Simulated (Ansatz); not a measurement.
The starting structures come from a database of crystals and need not be the phases stable at ambient conditions.

 Where the default PAW files enter, the runs use the earlier of Ansatz's two default sets.

Inside the gap of an insulator the Bloch states are evanescent, with a wavenumber k + iκ along the transport direction.

Here is the system:

```
CELL_PARAMETERS angstrom
      4.51897     0.00000     0.00000
      2.25948     3.91354     0.00000
      2.25948     1.30451     7.35647
ATOMIC_POSITIONS crystal
  Mg 0.50082 0.50082 0.49754
  Cd 0.99949 0.99949 0.00152
  Te 0.87338 0.87338 0.37985
  Te 0.37629 0.37629 0.87113
```

Space group of this cell: R3m. The cell is strained (all lengths scaled by 0.98); by PBEsol its mean pressure is 1.5 GPa.

Transport runs along the normal of the first two printed cell vectors, the (001) plane of the conventional cell.

No gap correction and no spin-orbit coupling; mid-gap values are interpolated between computed energies.

Question: Compute, with Ansatz (a program for electronic structure) with PBEsol, the band gap and the smallest decay constant κ at mid-gap.

Answer: Gap 1.40 eV on a 8×8×8 mesh; κ = 0.105 1/Å, at the zone centre.
